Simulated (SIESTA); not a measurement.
Band structure of Br (Cmce, 4 atoms in the cell).

```
CELL_PARAMETERS angstrom
      2.28883    -3.40770     0.00000
      2.28883     3.40770     0.00000
      0.00000     0.00000     8.91010
ATOMIC_POSITIONS crystal
  Br 0.86100 0.86100 0.88900
  Br 0.63900 0.63900 0.38900
  Br 0.36100 0.36100 0.61100
  Br 0.13900 0.13900 0.11100
```

Method: SIESTA 5.4.2 with GGA PBE, numerical atomic orbitals DZP, PseudoDojo PBE standard norm-conserving potentials (rewritten from UPF to PSML).

Settings: XC.functional = GGA; XC.authors = PBE; potentials = PseudoDojo PBE standard; PAO.BasisSize = DZP; PAO.EnergyShift = 0.005 Ry; MeshCutoff = 350 Ry; kgrid.MonkhorstPack = 5 5 2; OccupationFunction = FD; ElectronicTemperature = 232.09 K; MaxSCFIterations = 150; SCF.Mixer.Method = Pulay; SCF.Mixer.Weight = 0.25; SCF.Mixer.History = 8; SCF.DM.Tolerance = 1.0E-05.

The starting cell has typed, rounded lattice constants, without a prior relaxation at this level. Its lattice was rescaled by a random factor within 2.5 % of one. Values carry the incompleteness of an atom-centred basis.

Task: Predict the gap along the standard path and the places of the band edges.

Result: The gap along the path is 1.52 eV, direct at Γ to within 0.01 eV. Another conduction valley lies within 0.1 eV, so the order of the valleys is not sure.

Levels in eV from the top of the valence band on the path, bands 11 to 15:
```tsv
point	11	12	13	14	15
Γ	-0.90	-0.40	-0.04	0.00	1.53
X	-1.08	-0.83	-0.42	-0.06	1.78
S	-0.85	-0.85	-0.25	-0.25	2.18
R	-0.51	-0.51	-0.01	-0.01	1.86
A	-0.51	-0.51	-0.48	-0.48	1.87
Z	-0.84	-0.84	-0.02	-0.02	1.87
Y	-1.30	-1.11	-0.47	-0.06	1.52
X1	-1.08	-0.83	-0.42	-0.06	1.78
A1	-0.51	-0.51	-0.48	-0.48	1.87
T	-0.94	-0.94	-0.61	-0.61	1.72
```

Higher empty bands are left out: an atom-centred basis made for the valence describes them poorly.
